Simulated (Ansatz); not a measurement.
ScAl3, response to strain

Start from ScAl3 in the Cu3Au type structure (space group Pm-3m, No. 221; a = 4.0327 Å; relaxed with 0.1 eV smearing).

Strains are applied to the cell and any free atomic positions relax.

The values are results of LDA (Ansatz, a quantum-chemistry and plane-wave program), no spin-orbit coupling, not measurements.

Notes on the quantities. energy relative to the base: free energy F.

| isotropic strain (%) | energy relative to the base (meV/atom) |
|---|---|
| 0 | 0.0 |
| 0.6 | 1.6 |
| 1.2 | 6.1 |
| 1.8 | 13.6 |
| 2.4 | ? |
| 3 | 36.3 |

### Question
Fit ΔE = Aε² + Bε³ (ε in %) to the rows shown and predict the withheld row.

### Answer
Least squares on the printed values gives A = 4.43 and B = -0.13 meV/atom (largest residual 0.0 meV/atom); this predicts 23.7 meV/atom, and the run gives 23.7 meV/atom, in agreement.

Stability against distortions was not tested. The final runs are not spin-polarised.
